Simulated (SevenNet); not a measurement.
L1₀ (CuAu-type) CuAu

Computed with the machine-learned potential SevenNet-l3i5 (trained on PBE and PBE+U data).

Cell (relaxed at this level):

```xyz
2
Lattice="2.8695 0.0000 0.0000 0.0000 2.8695 0.0000 0.0000 0.0000 3.6458" Properties=species:S:1:pos:R:3 pbc="T T T"
Cu     0.0000     0.0000     0.0000
Au     1.4347     1.4347     1.8229
```

- equilibrium lattice constant a: 2.869 Å
- lattice parameter c: 3.646 Å

Measured, for comparison: lattice constant a 2.8 Å (temperature not stated, no zero-point or thermal correction; as tabulated in Nepal et al. (2019), arXiv:1905.09348); lattice parameter c 3.67 Å (temperature not stated, no zero-point or thermal correction; as tabulated in Mehl et al. (2016), arXiv:1607.02532). Computed (rounded) less measured: lattice constant a +2.5 %, lattice parameter c -0.7 %. A static lattice is as a rule a little smaller and stiffer than an uncorrected measurement, which narrows the difference in the lattice parameter c and would widen misses of the other sign.

A machine-learned potential is trained on density-functional data: it inherits that level's misses and adds fitting errors of its own.
